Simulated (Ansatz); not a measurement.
**SnO, thickness series**

Consider SnO in the litharge type structure (space group P4/nmm, No. 129; a = 3.836 Å, c = 4.757 Å; layered, stacked along the Cartesian z axis).

Free-standing slabs (4 atom(s) a layer) normal to the stacking axis with 15 Å of vacuum; in-plane cell relaxed.

Levels (all Ansatz, an electronic-structure program, PAW, earlier PAW set): PBE-D3(BJ) (420 eV, no spin-orbit coupling); r2SCAN+rVV10 (500 eV, scalar-relativistic without spin-orbit coupling).

The base cell above is that of PBE-D3(BJ); each level relaxes its own structures.

```csv
case,"thickness between the outermost nuclei, PBE-D3(BJ)","thickness between the outermost nuclei, r2SCAN+rVV10"
1 layer,2.36 Å,2.35 Å
2 layers,7.16 Å,7.13 Å
3 layers,11.93 Å,11.91 Å
4 layers,16.67 Å,16.69 Å
```

The two levels differ by at most about 0.03 Å. They put the cases in the same order.

Whether these cells are dynamically stable was not tested. All final runs are without spin polarisation.
